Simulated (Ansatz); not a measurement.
For TiAl3 (I4/mmm, No. 139), revPBE in Ansatz (PAW) gives:

- lattice constant a: 3.868 Å
- lattice parameter c: 8.662 Å
- bulk modulus B0: 102 GPa
- cohesive energy: 4.00 eV/atom

**Question.** What does r²SCAN (Ansatz, an electronic-structure program, PAW) give for the same quantities?

**Answer.** 
- lattice constant a: 3.824 Å (falls by 1.1 %)
- lattice parameter c: 8.560 Å (drops by 1.2 %)
- bulk modulus: 115 GPa (rises by 13 %)
- cohesive energy: 4.30 eV/atom (increases by 0.30 eV/atom)

Changes are worked out from the printed values.

Unless a cell is named, each level is at its own relaxed cell (revPBE 16.20, r²SCAN 15.65 Å³/atom).

Ansatz's density-functional and Hartree–Fock values are scalar-relativistic unless marked +SOC, with PAW data made under PBE.
